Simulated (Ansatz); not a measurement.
**Lattice constant a of GeSe (model structure, started from the wurtzite type, P6₃mc, No. 186, 4 atoms in the cell) at several levels of theory**

No measured value is used here.

Task: Put these levels in order of the lattice constant a that they give for GeSe (model structure, started from the wurtzite type, P6₃mc, No. 186, 4 atoms in the cell), smallest first: PBE (Ansatz, a program for electronic structure), PBE-D3(BJ) (Ansatz), PBEsol (Ansatz).

Result: PBEsol (4.710 Å), PBE-D3(BJ) (4.774 Å), PBE (4.789 Å)

PBE-D3(BJ): a distance lies near a switch of the dispersion term, which can move the cell. Ansatz's density-functional and Hartree–Fock values are scalar-relativistic unless marked +SOC, with PAW data made under PBE.

A model structure was made by putting elements into a prototype or built by hand; it is no filed structure, need not be a known phase, and can be a saddle point held by its symmetry.
